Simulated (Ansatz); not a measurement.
## L1₂ (Cu3Au-type) Ni3Al

The numbers are results of PBEsol (Ansatz, a first-principles code, plane waves, PAW), not measurements.

Numerical settings: plane-wave cutoff 520 eV, 16×16×16 k mesh, Fermi–Dirac smearing 0.05 eV, spin-polarised with parallel moments, scalar-relativistic PAW data made under PBE.

Cell: relaxed at this level.

For L1₂ (Cu3Au-type) Ni3Al, the equilibrium volume per atom is 10.90 Å³/atom and the bulk modulus is 203 GPa. The lattice parameter a is 3.519 Å. The band gap is none and the magnetic moment (largest site, within a sphere) is 0.24 μB. The pressure derivative B′ of the bulk modulus comes out as 4.6.

Measured, for comparison: equilibrium volume per atom 11.39 Å³/atom, lattice constant a 3.572 Å (temperature not stated, not corrected to a static lattice; as tabulated in Tensorial elastic properties and stability of interface states associated with …); bulk modulus 174 GPa (temperature not stated, not corrected to a static lattice; as tabulated in Zarkevich et al. (2023), arXiv:2304.06869). Computed (rounded) less measured: equilibrium volume per atom -4.3 %, bulk modulus +17 %, lattice constant a -1.5 %. A static lattice is as a rule a little smaller and stiffer than an uncorrected measurement, which narrows the difference in the lattice constant a and would widen misses of the other sign.

Note: moments this small hang on the smearing and the k mesh.

Moments are spin moments.

The result took very roughly 8 core-minutes.
